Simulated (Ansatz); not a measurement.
An Ansatz (a program for electronic structure) run: Y with a change (biaxial strain −3.00 %, plane normal [001], relaxed out of plane); PBE (Ansatz, PAW, no SOC).

Input:

Ansatz 0.2 input:
```yaml
crystal:
  lattice:
    - [3.5427765736, 0, 0]
    - [1.7713882868, 3.0681345127, 0]
    - [0, 0, 5.7884791933]
  atoms:
    - { symbol: Y, position: [0.6666666667, 0.6666666667, 0.75] }
    - { symbol: Y, position: [0.3333333333, 0.3333333333, 0.25] }
basis: { ecutwfc: 420, ecutrho_ratio: 4, xc_grid: 2, fft_grid_basis: typed }
kpoints: { mp_grid: { grid: [18, 18, 10] } }
hamiltonian:
  xc: pbe
  dispersion: none
  pseudopotentials: { kind: paw }
scf: { occupations: { method: fermi_dirac, width: 0.1 } }
relax: { f_tol: 0.005, max_steps: 50, cell: { stress_tol: 0.01, fix: [a, b, gamma] } }
output: { forces: true, stress: true }
checkpoint: { write: state.ck, write_every: 1000 }
```

Output (explanatory and most iteration lines left out):

```
Relaxation: its limit of steps is 50 (relax.max_steps)
Pseudopotential: Y, paw, valence charge 11
Crystal: 2 atoms, lattice volume = 62.919 Å³
Basis set: ecut = 420 eV, 1237 PW (Γ), exchange–correlation on 48×48×80 points (8 copies of the dense FFT grid, shifted against one another)
Bands: 15, of which v1, the nominal top of the filled ones, is band 11 counted from 1 (10 counted from 0)
Symmetry: 24 space group operations
Space group: P63/mmc (ITA 194), of the structure as read, at distance tolerance 4.0e-5 Å
k-points: 222 of 3240
Functional: x = pbe(κ = 0.804, μ = 0.2195149727645171), c = pbe(β = 0.06672455060314922)
SCF iter   1: F=—  HF=-7697.365655 eV  |F-HF|=—  |Δ(HF+E_count)|=         —  Δρ=1.52e-3  dr2=1.00e-3  ethr=1.77e-3  ⟨swp⟩=4.4  Hψ=14546  notcnv=0
SCF iter   2: F=—  HF=-7697.366002 eV  |F-HF|=—  |Δ(HF+E_count)|=   3.47e-4  Δρ=1.00e-3  dr2=4.36e-4  ethr=4.55e-6  ⟨swp⟩=2.5  Hψ=8231  notcnv=0
SCF 1 converged in 6 iterations: F = -7697.366293 eV  dr2 = 1.19e-8
relax step   1: F+E_penalty+E_count = -7697.36629316 eV  Δ(F+E_penalty+E_count) = +0.000e0 eV  max|allowed force component| = 3.932e-17 eV/Å  Δτ_max = 0.0000 Å  P = +1.961 GPa  Ω = 62.919 Å³  fix = [a, b, gamma]  reactions: a +2.831, b +2.831 GPa  (6 SCF iters, dr2 threshold 1.00e-7 eV, accepted)
[... steps on the carried basis left out ...]
relax step   3: F+E_penalty+E_count = -7697.36640782 eV  Δ(F+E_penalty+E_count) = -2.212e-6 eV  max|allowed force component| = 7.401e-17 eV/Å  Δτ_max = 0.0000 Å  P = +1.837 GPa  Ω = 63.091 Å³  energy of the carried Pulay correction = -4.316e-6 eV  fix = [a, b, gamma]  reactions: a +2.756, b +2.756 GPa  (3 SCF iters, dr2 threshold 2.95e-9 eV, accepted)
Crystal: 2 atoms, lattice volume = 63.091 Å³
SCF iter   1: F=—  HF=-7697.366423 eV  |F-HF|=—  |Δ(HF+E_count)|=         —  Δρ=3.15e-6  dr2=5.91e-10  ethr=1.40e-7  ⟨swp⟩=3.0  Hψ=25047  notcnv=0
SCF iter   2: F=—  HF=-7697.366412 eV  |F-HF|=—  |Δ(HF+E_count)|=   1.03e-5  Δρ=1.59e-6  dr2=2.10e-10  ethr=2.69e-12  ⟨swp⟩=3.0  Hψ=7262  notcnv=0
SCF 4 converged in 5 iterations: F = -7697.366412 eV  dr2 = 3.60e-14
SCF converged after 5 iterations
Free energy (F): -7697.366412 eV
Internal energy: -7697.241769 eV  (E = F + TS)
E sigma→0 (E₀):  -7697.304091 eV
Entropy (-TS):   -0.124643 eV (-62.322 meV/atom)
Fermi energy:    9.813179 eV
--- Forces (eV/Å), atoms counted from 1 ---
  atom   1  Y      0.00000000    -0.00000000     0.00000000
  atom   2  Y      0.00000000     0.00000000     0.00000000
--- Stress (GPa, compression-positive) ---
        2.756105       0.000000       0.000000
        0.000000       2.756105       0.000000
        0.000000       0.000000       0.000167
  P = ⅓ Tr σ = 1.8375 GPa (18.375 kbar)
--- Relaxed structure (3 steps of the walk, 3 accepted, 1 SCFs on fresh bases) ---
  cell:  # Å, volume = 63.0914 Å³
    - [3.542776573617326, 2.333233187852002e-98, 0.0]
    - [1.771388286808663, 3.068134512684995, 0.0]
    - [0.0, 0.0, 5.80432604429355]
  atoms:
    - { symbol: Y, position: [0.6666666666666666, 0.6666666666666667, 0.7499999999999999] }
    - { symbol: Y, position: [0.3333333333333333, 0.33333333333333337, 0.24999999999999997] }
```

Stability against distortions was not tested. All final runs are without spin polarisation. The cell was made from Y in the hcp (Mg type) structure (space group P6_3/mmc, No. 194) by this change: biaxial strain −3.00 %, plane normal [001], relaxed out of plane.
